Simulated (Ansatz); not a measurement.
Start from HgS in the zinc blende structure (space group F-43m, No. 216; a = 5.8119 Å).

Computed with LDA in Ansatz (plane waves to 420 eV, PAW, no SOC).

Base values:

| Item | Value |
|---|---|
| Band gap | zero |

Perturbation: every lattice vector is stretched by 1.50 %; the atoms relax in the strained cell.

**Question.** Estimate the effect on the energy relative to the base.

**Answer.** The energy rises by 9.9 meV/atom.

**Question.** How does this affect the band gap?

**Answer.** The band gap remains zero.

A case with no gap was solved on a k-mesh chosen for an insulator, which is coarse for it. With Hg present, leaving out spin-orbit coupling can change the band edges. Whether these cells are dynamically stable was not tested. All final runs are without spin polarisation. A zero or small gap of HgS can be the functional's error rather than a property of the material.

Ansatz is an electronic-structure program.
